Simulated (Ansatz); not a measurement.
**TaS2 (P6₃/mmc, No. 194; undistorted form, which takes a superstructure on cooling)**

Level of theory: PBEsol in Ansatz (plane waves, PAW).

Run with plane-wave cutoff 500 eV, 18×18×4 k mesh (along the axes of the cell as run), Fermi–Dirac smearing 0.05 eV, scalar-relativistic PAW data made under PBE.

Cell (relaxed at this level):

```
TaS2
1.0
    3.29350     0.00000     0.00000
   -1.64675     2.85226     0.00000
    0.00000     0.00000    12.09391
Ta S
2 4
Direct
  0.00000   0.00000   0.25000
  0.00000   0.00000   0.75000
  0.33333   0.66667   0.12107
  0.66667   0.33333   0.87893
  0.66667   0.33333   0.62107
  0.33333   0.66667   0.37893
```

```
Property         Result
--------  -------------
band gap  zero (no gap)
```

Note: the cell has widely spaced layers and the level no dispersion term, so their spacing and the moduli can rest on weak binding.

Spin–orbit coupling is not included.

The computed numbers hold no vibrational or temperature effects.

Ansatz is a program for electronic structure.
